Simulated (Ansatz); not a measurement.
# Competing hops of interstitial C in fcc Pt, neutral cell

Consider interstitial C in fcc Pt, neutral cell. Level of theory: PBE, PAW (plane waves to 420 eV; Ansatz, an electronic-structure program).

Cell of 32 host sites held at the relaxed PBE lattice; a 2×2×2 k-point mesh shifted by half a step; Fermi-Dirac width 0.10 eV, spin-restricted; finite-size errors left in. No zero-point or tunnelling terms. Spin-orbit coupling is left out. Sites that were not tried may lie lower.

Barriers: single points on a 4×4×4 k-point mesh shifted by half a step at the bands' geometries.

```csv
Route,Start site over the lowest site run (eV),Hop (Å),Forward barrier (eV),Backward barrier (eV),Neighbours at the start,Neighbours at the saddle,Saddle order,"Forward, on the band's own sampling (eV)"
one C atom jumps by itself,0.00,1.72,1.08,0.95,4 Pt at 1.92 Å,3 Pt at 1.88 Å,first order,1.10
```

Paths come from climbing-image nudged elastic band runs.
